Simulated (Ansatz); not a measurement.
Results of PBE-D3(BJ) (plane waves, PAW; Ansatz, an electronic-structure program) for cubic perovskite SrVO3.

Run with plane-wave cutoff 520 eV, 14×14×14 k mesh, Fermi–Dirac smearing 0.05 eV, no spin polarisation, scalar-relativistic PAW data made under PBE.

Computed at the level's own relaxed cell.

Problem. Give the computed volume per atom, bulk modulus B0, lattice parameter a and pressure derivative B′ of the bulk modulus.

Solution. 
* **volume per atom**: 11.25 Å³/atom
* **bulk modulus B0**: 190 GPa
* **lattice parameter a**: 3.831 Å
* **pressure derivative B′ of the bulk modulus**: 4.4

The run finds no gap.

Measured, for comparison: equilibrium volume per atom 11.34 Å³/atom, lattice constant a 3.842 Å (temperature not stated, no zero-point or thermal correction; as tabulated in Marks et al. (2021), arXiv:2103.05797). Computed (rounded) less measured: equilibrium volume per atom -0.8 %, lattice constant a -0.3 %. A static lattice is as a rule a little smaller and stiffer than an uncorrected measurement, which narrows the difference in the equilibrium volume per atom and would widen misses of the other sign.

Computed values are for the static lattice.

The result took very roughly 2.8 core-minutes.
